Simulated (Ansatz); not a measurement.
Take MoP (space group P-6m2, No. 187) as the base.

```
MoP
1.0
    3.24080     0.00000     0.00000
   -1.62040     2.80662     0.00000
    0.00000     0.00000     3.19537
Mo P
1 1
Direct
  0.00000   0.00000   0.00000
  0.66667   0.33333   0.50000
```

Level of theory: PBE in Ansatz (plane waves to 420 eV, PAW, spin-orbit coupling left out).

Base values:

The lattice parameter a is 3.241 Å.

Perturbation: a hydrostatic pressure of 50 GPa.

Q: What does the calculation give for the lattice parameter a after the change?

A: The lattice parameter a decreases by 0.207 Å to 3.034 Å.

Load acts through the strain it causes; cell and atoms are relaxed under it. Whether these cells are dynamically stable was not tested. Competing high-pressure phases were not computed. The final runs are not spin-polarised. An odd electron count without spin: MoP.

Ansatz is a quantum-chemistry and plane-wave program.
